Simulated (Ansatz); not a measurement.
Cost and result by functional for the surface energy of the (321) surface of bcc Nb in its 1x1 cell, outermost plane spacing 0.88 Å in the ideal cut, in Ansatz (plane waves, PAW). Single points on the PBE structure, on one kind of machine; costs are rough ratios of the slab run's core time (references not counted) to the cheapest single point. r2SCAN's cost holds its higher cutoff (500 against 420 eV). Differences are taken against r2SCAN for comparison alone: no measured value is at hand, so the table doesn't rank accuracy.

Slab: 12 atoms, 9.7 Å thick at the start (thin: gaps and levels are the slab's own); k 13x6x1, smearing 0.1 eV, dipole-corrected; all atoms relaxed; symmetry of the start imposed; no spin, no spin-orbit, no U. These notes are the PBE run's.

```csv
functional,relative cost,surface energy (J/m²),less r2SCAN (J/m²)
LDA,1,2.61,0.18
PBEsol,1,2.54,0.11
RPBE,1,2.13,-0.30
r2SCAN,2,2.43,0.00
PBE (the relaxed run's value),–,2.29,-0.14
```

The values span 0.48 J/m², while the single points' costs differ by a factor of roughly 2. Differences are of unrounded values.

Ansatz is an electronic-structure program.
